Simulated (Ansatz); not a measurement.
NiAs-type NiSb, treated with PBEsol-D3(BJ) (plane waves, PAW; Ansatz, a program for electronic structure).

Run with plane-wave cutoff 520 eV, 18×18×12 k mesh (along the axes of the cell as run), Fermi–Dirac smearing 0.05 eV, no spin polarisation, scalar-relativistic PAW data made under PBE.

Computed points:

```
V (Å³/atom)  E − E_lowest (meV/atom)  P (GPa)
-----------  -----------------------  -------
15.597                         12.42     6.38
15.922                          2.98     3.00
16.247                          0.00     0.00
16.572                          2.76    -2.67
16.897                         10.61    -5.03
```

Question: What bulk modulus B0 and pressure derivative B′ does a third-order Birch–Murnaghan fit give?

Answer: V0 = 16.247 Å³/atom, B0 = 141 GPa, B′ = 5.0 (fit to the energies at full precision).

Shape and atoms are relaxed at each volume.

Note: the bulk modulus comes from volumes at which shape and atoms were relaxed.

Spin–orbit coupling is not included.

Static lattice: no zero-point or thermal effects.
